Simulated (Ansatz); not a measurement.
Consider interstitial H in anatase TiO2, charge state +1. The step: H moves alone to another site; the atom moves 1.21 Å along (0.32, 0.00, 0.00) of the unit cell; the moving atom starts with neighbours O at 0.98, 2 O at 2.12 Å and ends with O at 0.98, 2 O at 2.12 Å. DFT values are from Ansatz (plane-wave PAW, 420 eV unless said) in a cell of 108 host sites, spin-restricted, static, with no finite-size correction. The charge state is imposed; whether it is stable for some Fermi level was not computed. Sites that were not tried may lie lower. For the PBE band: the check of the saddle point's order was inconclusive, and it lies on a symmetry element of the cell, where a band can be held.

| Level | Forward barrier (eV) | Cost of the band or of the saddle's single point |
|---|---|---|
| CHGNet universal potential (has no charge state), its own band | 0.36 | - |
| PBE, the Γ point alone, band relaxed | 0.58 | roughly 80 core-minutes |
| PBE, a 2×2×2 k-point mesh shifted by half a step, same geometries | 0.56 | roughly 10 core-minutes |
| r2SCAN at 500 eV, the Γ point alone, same geometries | [?] | very roughly 3 core-minutes |

Task: Complete the blanks.

Result: 
- r2SCAN at 500 eV, the Γ point alone, same geometries, Forward barrier (eV): 0.73

Ansatz is a program for electronic structure.
